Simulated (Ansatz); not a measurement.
A self-consistent single point of a sheet of PtS₂ (3 atoms in the cell) with Ansatz (an electronic-structure program).

Method of the run: revPBE, PAW files made with PBE (plane waves; Ansatz).

```xyz
3
Lattice="3.4035 0.0000 0.0000 -1.7017 2.9475 0.0000 0.0000 0.0000 16.7926" Properties=species:S:1:pos:R:3 pbc="T T T"
Pt     0.0000     0.0000     8.3963
S      0.0000     1.9650     9.7926
S      1.7017     0.9825     7.0000
```

Reference input (self-consistent single point, DFT, revPBE, plane waves, PAW files made with PBE): basis.ecutwfc = 420 eV; kpoints.mp_grid.grid = 9 9 1; hamiltonian.xc = revpbe; hamiltonian.pseudopotentials = {kind: paw} (the program's default PAW files); scf.occupations.method = fermi_dirac; scf.occupations.width = 0.136 eV. This run's input differs from it in these lines:

Ansatz 0.2 input:
```diff
@@ -10,3 +10,3 @@
 basis:
-  ecutwfc: 420.0
+  ecutwfc: 210.0
 kpoints:
```

Log, with long lists cut:

```
SCF iter   1: F=—  HF=-14339.931113 eV  |F-HF|=—  |Δ(HF+E_count)|=         —  Δρ=7.67e-2  dr2=1.23e1  ethr=3.10e-3  ⟨swp⟩=9.7  Hψ=1637  notcnv=0
all-band conjugate gradients solve this SCF's bands
preconditioner: auto → none
SCF iter   2: F=—  HF=-14341.364577 eV  |F-HF|=—  |Δ(HF+E_count)|=    1.43e0  Δρ=6.76e-2  dr2=1.98e1  ethr=3.10e-3  ⟨swp⟩=4.2  Hψ=801  notcnv=0
   [... lines left out ...]
SCF iter   6: F=—  HF=-14337.237416 eV  |F-HF|=—  |Δ(HF+E_count)|=   1.31e-4  Δρ=1.68e-4  dr2=4.50e-5  ethr=3.33e-6  ⟨swp⟩=2.1  Hψ=391  notcnv=0
SCF iter   7: F=—  HF=-14337.237557 eV  |F-HF|=—  |Δ(HF+E_count)|=   1.42e-4  Δρ=3.33e-5  dr2=1.70e-6  ethr=1.50e-7  ⟨swp⟩=2.0  Hψ=399  notcnv=0
SCF iter   8: F=—  HF=-14337.237561 eV  |F-HF|=—  |Δ(HF+E_count)|=   3.25e-6  Δρ=7.16e-6  dr2=1.88e-7  ethr=5.68e-9  ⟨swp⟩=2.6  Hψ=434  notcnv=0
SCF iter   9: F=-14337.237561 eV  HF=-14337.237561 eV  |F-HF|=7.75e-10  |Δ(HF+E_count)|=   2.25e-8  Δρ=9.65e-7  dr2=2.32e-9  ethr=3.33e-10  ⟨swp⟩=9.6  Hψ=1256  notcnv=0
SCF 1 converged in 9 iterations: F = -14337.237561 eV  dr2 = 2.32e-9
Free energy (F): -14337.237561 eV
Internal energy: -14337.233358 eV  (E = F + TS)
E sigma→0 (E₀):  -14337.235459 eV
Entropy (-TS):   -0.004203 eV (-1.401 meV/atom)
Fermi energy:    0.025714 eV
--- Forces (eV/Å), atoms counted from 1 ---
  atom   1  Pt    -0.00000000     0.00000000     0.00000000
  atom   2  S      0.00000000     0.00000000    -0.90461160
  atom   3  S     -0.00000000     0.00000000     0.90461160
--- Stress (GPa, compression-positive) ---
        1.791858      -0.000000      -0.000000
       -0.000000       1.791858       0.000000
       -0.000000       0.000000      -2.675010
  P = ⅓ Tr σ = 0.3029 GPa (3.029 kbar)
  The stress holds the Pulay correction. Without it, at fixed plane waves, as pw.x and ABINIT print it: P = -34.2313 GPa
```

The run converged in 9 iterations. Against the reference run the free energy rises by 2.45 eV/atom, the largest force goes from 0.715 to 0.905 eV/Å and the gap on the mesh goes from 1.437 to 1.423 eV.

The starting cell was generated: these elements placed on a structure prototype, without a prior relaxation; it need not be a known phase or ordering of this composition. Its lattice was rescaled in the plane by a random factor within 2.5 % of one. Spin-orbit coupling is off. The cutoff lies below the one recommended for these files.
